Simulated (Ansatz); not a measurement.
Consider Ag-vacancy pair (Ag on one host Ru site, one Ru site vacant) in hcp Ru, neutral cell. The step: the Ag atom itself jumps into the vacancy (Ag-vacancy distance between ideal sites 2.66 Å throughout); the atom moves 2.42 Å along (-0.61, -0.31, 0.45) of the unit cell; the moving atom starts with neighbours 2 Ru at 2.68, 2 Ru at 2.72, Ru at 2.74, 2 Ru at 2.76, 2 Ru at 2.80, 2 Ru at 2.82 Å and ends with 2 Ru at 2.68, 2 Ru at 2.72, Ru at 2.74, 2 Ru at 2.76, 2 Ru at 2.80, 2 Ru at 2.82 Å. DFT values are from Ansatz (plane-wave PAW, 420 eV unless said) in a cell of 36 host sites, spin-restricted, static, with no finite-size correction. Forms of the defect that were not tried may lie lower. For the PBE band: the saddle point's order was not checked, and it lies on a symmetry element of the cell, where a band can be held.

```csv
Level,Forward barrier (eV),Cost of the band or of the saddle's single point
"CHGNet universal potential (has no charge state), its own band",0.21,-
"PBE, a 2×2×2 k-point mesh shifted by half a step along c, band relaxed",1.25,very roughly 15 core-minutes
"PBE, a 4×4×4 k-point mesh shifted by half a step along c, same geometries",1.27,roughly 6 core-minutes
"r2SCAN at 500 eV, a 2×2×2 k-point mesh shifted by half a step along c, same geometries",___,around 2.3 core-minutes (rough)
```

### Question
What belongs in the gaps?

### Answer

- r2SCAN at 500 eV, a 2×2×2 k-point mesh shifted by half a step along c, same geometries, Forward barrier (eV): 1.22

Ansatz is an electronic-structure program.
